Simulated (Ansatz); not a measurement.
C on the N site + O on the N site (C_N+O_N) in wurtzite AlN (start: the N site; N 3.13 Å away; 96-site cell, 2×2×2 shifted sampling). The numbers are results of PBE, PAW (plane waves to 420 eV; Ansatz, a quantum-chemistry and plane-wave program), not measurements. Total energies of the localised charge states, counted from that of charge +1, and their image corrections (point charge with alignment); the host's valence-band maximum lies at 6.942 eV on the cells' energy zero and its gap is 4.03 eV.

```tsv
charge	moment (μB)	E − E(first) (eV)	correction (eV)
+1	1.0	0.000	0.217
0	not spin-polarised	7.582	0.027
```

Derive the transition levels above the valence-band maximum and say which of them are thermodynamic.

A level is the Fermi energy at which two charges have equal formation energy: ε(q/q′) = [E(q′) + corr(q′) − E(q) − corr(q)] / (q − q′) − E_VBM.
ε(+1/0) = [(7.582 + 0.027) − (0.000 + 0.217)] / 1 − 6.942 = 0.45 eV
Thermodynamic levels at least 0.1 eV inside the gap: (+1/0) at 0.45 eV. They hold to tenths of an eV in this cell. Only the charges listed were compared. At charge −1 the carrier sat in host band states, shallow at most. The geometries come from one start. Flagged in the runs: a host whose relaxation on this sampling wasn't shown to rest.
